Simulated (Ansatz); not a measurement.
Take InP (space group P4_2/mnm, No. 136; a = 7.1750 Å, c = 4.1627 Å; a hypothetical phase, not in the database extracts checked) as the base.

The values are results of Kohn–Sham DFT with the PBEsol functional, run in Ansatz (an electronic-structure program) with PAW and 420 eV plane waves, scalar-relativistic without spin-orbit coupling, not measurements.

Carriers are added at fixed cell with a uniform background; the Fermi–Dirac width is that of 300 K.

One change was made to it. Results:

The gap between the host's bands goes up by 0.092 eV, from 0.71 eV to 0.81 eV; the Fermi level relative to the doped band's edge (positive inside the band; to 0.05 eV) is +0.60 eV; the gap character stays direct at Γ.

Task: Which change produced these results?
(A) electrons 7.0×10^21 cm⁻³
(B) electrons 5.0×10^21 cm⁻³
(C) holes 2.0×10^21 cm⁻³
(D) electrons 2.0×10^21 cm⁻³
(E) holes 5.0×10^21 cm⁻³

Result: E, holes 5.0×10^21 cm⁻³. For comparison, the Fermi level from band edge in the other runs: electrons 5.0×10^21 cm⁻³ gives +1.15 eV; electrons 7.0×10^21 cm⁻³ gives +1.30 eV; holes 2.0×10^21 cm⁻³ gives +0.35 eV; electrons 2.0×10^21 cm⁻³ gives +1.00 eV.

Charged cell with a jellium background: band edges are those of the host's band count, energies are not comparable with the neutral cell, and many-body gap narrowing is missing. Gaps are Kohn–Sham eigenvalue differences; semilocal functionals usually give less than the measured gap. Whether these cells are dynamically stable was not tested.
